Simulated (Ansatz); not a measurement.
```
CELL_PARAMETERS angstrom
      4.39084     0.00000     0.00000
      2.19542     3.80258     0.00000
      2.19542    -1.26753     1.86828
ATOMIC_POSITIONS crystal
  Nb 0.00000 0.00000 0.00000
  As 0.00000 0.50000 0.50000
```

No spin polarisation.

All numbers come from PBEsol, PAW, 420 eV (Ansatz, an electronic-structure program; scalar-relativistic without spin-orbit coupling). k-mesh 18×18×18 (Γ-centred); smearing 0.1 eV (Fermi–Dirac).

Problem. Predict the band gap, in-plane stress and space group.

Solution. The band gap is zero and the mean in-plane stress (compression positive) comes out as +9.8 GPa. The space group is R-3m (No. 166).

The cells carry an imposed strain or load. No phonon test of stability was made. The final runs are not spin-polarised. The cell was made from NbAs in the CsCl type structure (space group Pm-3m, No. 221; a hypothetical phase, not in the database extracts checked) by this change: biaxial strain −2.39 %, plane normal [111], relaxed out of plane.
